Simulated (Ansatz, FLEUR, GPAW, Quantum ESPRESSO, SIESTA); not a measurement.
VOF (R-3m, 6 atoms in the cell) computed with different codes at matched settings

Self-consistent single point.

```
CELL_PARAMETERS angstrom
      1.72039     0.99327     6.02031
     -1.72039     0.99327     6.02031
      0.00000    -1.98654     6.02031
ATOMIC_POSITIONS crystal
  V  0.23946 0.23946 0.23946
  V  0.76054 0.76054 0.76054
  O  0.12491 0.12491 0.12491
  O  0.87509 0.87509 0.87509
  F  0.37335 0.37335 0.37335
  F  0.62665 0.62665 0.62665
```
Moments meant for the start (each program seeds them in its own way; μB, in the order of the atoms V V O O F F): 2.0 2.0 0.0 0.0 0.0 0.0.

All programs got the same cell, k-point mesh and kind of occupations, and the same starting moments (in Ansatz's words: kpoints.mp_grid.grid = 6 6 6; magnetization.spin_polarized = true; scf.occupations.method = fermi_dirac; scf.occupations.width = 0.02 eV); potentials, basis and cutoffs are each program's usual ones.

```json
[
 {"code": "GPAW", "model": "LDA (Perdew-Wang 92), GPAW PAW datasets LDA (gpaw-data 1.0.1)", "pressure (GPa)": "–", "largest force (eV/Å)": "0.520", "gap on the mesh (eV)": "0.485", "size of the net moment (μB/atom)": "0.67", "k-points": "32", "cutoff": "950 eV"},
 {"code": "Quantum ESPRESSO", "model": "LDA (PZ), GBRV 1.5 ultrasoft (LDA) pseudopotentials", "pressure (GPa)": "-20.66", "largest force (eV/Å)": "0.511", "gap on the mesh (eV)": "0.454", "size of the net moment (μB/atom)": "0.67", "k-points": "32", "cutoff": "50 Ry"},
 {"code": "FLEUR", "model": "LDA (Perdew-Zunger), all-electron FLAPW (FLEUR), scalar-relativistic valence", "pressure (GPa)": "–", "largest force (eV/Å)": "–", "gap on the mesh (eV)": "0.475", "size of the net moment (μB/atom)": "0.67", "k-points": "32", "cutoff": "Kmax 4.6 1/bohr"},
 {"code": "SIESTA", "model": "LDA PW92, numerical atomic orbitals DZP, PseudoDojo LDA standard norm-conserving potentials (rewritten from UPF to PSML)", "pressure (GPa)": "-22.12", "largest force (eV/Å)": "0.304", "gap on the mesh (eV)": "0.459", "size of the net moment (μB/atom)": "0.67", "k-points": "132", "cutoff": "grid 300 Ry"},
 {"code": "Ansatz", "model": "LDA (PW92), PAW files made with PBE", "pressure (GPa)": "-21.53", "largest force (eV/Å)": "0.538", "gap on the mesh (eV)": "–", "size of the net moment (μB/atom)": "0.67", "k-points": "32", "cutoff": "420 eV"}
]
```

Size of the force on each atom (eV/Å): Sizes of forces hide their directions.

```tsv
code	V1	V2	O3	O4	F5	F6
GPAW	0.520	0.520	0.177	0.177	0.266	0.266
Quantum ESPRESSO	0.511	0.511	0.160	0.160	0.269	0.269
SIESTA	0.304	0.304	0.222	0.222	0.281	0.281
Ansatz	0.538	0.538	0.173	0.173	0.276	0.276
```

A dash marks a value that a program does not give, or that is left out as unsure.

No gap is tabulated for Ansatz (an electronic-structure program): it is not read from that output, or partly filled or unconverged empty levels leave it unsure.

Gaps are read on the mesh.

The spread over the programs that give each value: pressure within 1.46 GPa; largest force within 0.234 eV/Å; gap on the mesh within 0.031 eV; size of the net moment within 0.00 μB/atom.

The starting cell comes from a database of computed structures (which also holds hypothetical and non-ambient phases and stackings), without a prior relaxation at this level. On Ansatz's run: The magnetic order is the one reached from the typed start; others were not searched systematically. In the base run, with a pressure of about -21 GPa the cell is away from its equilibrium volume at this level.

**Question.** Why do the programs differ, and what cannot be compared?

**Answer.** Differences of this kind can come from the potentials, where these differ, and from what each basis and cutoff leave unconverged. The zero of total energies and Fermi levels follows the potentials and each program's conventions, so they are not compared here. SIESTA uses small atom-centred bases, whose incompleteness enters pressures, forces and empty levels differently from a plane-wave cutoff. FLEUR treats all electrons, but the usual bases taken here (sphere radii, linearisation, local orbitals, empty states) were not tested for convergence, so the values are no reference for the others. Ansatz's pressure is given at a fixed set of plane waves, as the other plane-wave codes print theirs; with its correction for the finite basis it is -20.76 GPa (the shift of 0.77 GPa shows how far the cutoff is from converged). The pressure of GPAW is left out: its cutoff lies under the one at which its stress was checked. The same LDA comes in different parametrisations, which differ slightly. Site moments depend on each program's spheres or projections; the total moment of the cell does not. The programs reduce the same mesh by symmetry to different extents, which changes the work and not the result. In the pressure, SIESTA (by 1.02) lies more than 1 GPa from the median of the plane-wave programs. In the force vectors, SIESTA (by 0.216) lies more than 0.08 eV/Å from the median of the plane-wave programs.

Left out of this page: ABINIT (stopped by limits of time or memory).

Keys are those of Ansatz 0.2.
